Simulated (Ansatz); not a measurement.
## A computed series for Cu: response to strain

Take Cu in the fcc (Cu type) structure (space group Fm-3m, No. 225; a = 3.5768 Å; relaxed with 0.1 eV smearing) as the base. Axes: x, y, z lie along the cube axes.

Strains are applied to the cell and any free atomic positions relax; under biaxial strain the out-of-plane vector relaxes too.

Method: r2SCAN, PAW, 500 eV (Ansatz, an electronic-structure program; no spin-orbit coupling).

Notes on the quantities. in-plane stress: mean in-plane stress (compression positive); energy relative to the base: free energy F.

```csv
case,out-of-plane strain,in-plane stress,energy relative to the base
base,–,–,0 meV/atom
"biaxial strain +0.50 %, plane normal [001], relaxed out of plane",-0.72 %,[?],+0.2 meV/atom
"biaxial strain +1.00 %, plane normal [001], relaxed out of plane",-1.44 %,-1.3 GPa,+0.9 meV/atom
"biaxial strain +1.50 %, plane normal [001], relaxed out of plane",-2.19 %,-1.8 GPa,+2.0 meV/atom
"biaxial strain +2.00 %, plane normal [001], relaxed out of plane",-2.94 %,-2.2 GPa,+3.4 meV/atom
"biaxial strain +2.50 %, plane normal [001], relaxed out of plane",[?],-2.6 GPa,[?]
"biaxial strain +3.00 %, plane normal [001], relaxed out of plane",-4.50 %,-2.9 GPa,+7.1 meV/atom
```

### Question
Complete the table.

### Answer

- biaxial strain +0.50 %, plane normal [001], relaxed out of plane, in-plane stress: -0.7 GPa
- biaxial strain +2.50 %, plane normal [001], relaxed out of plane, out-of-plane strain: -3.71 %
- biaxial strain +2.50 %, plane normal [001], relaxed out of plane, energy relative to the base: +5.1 meV/atom

No phonon test of stability was made. The final runs are not spin-polarised.
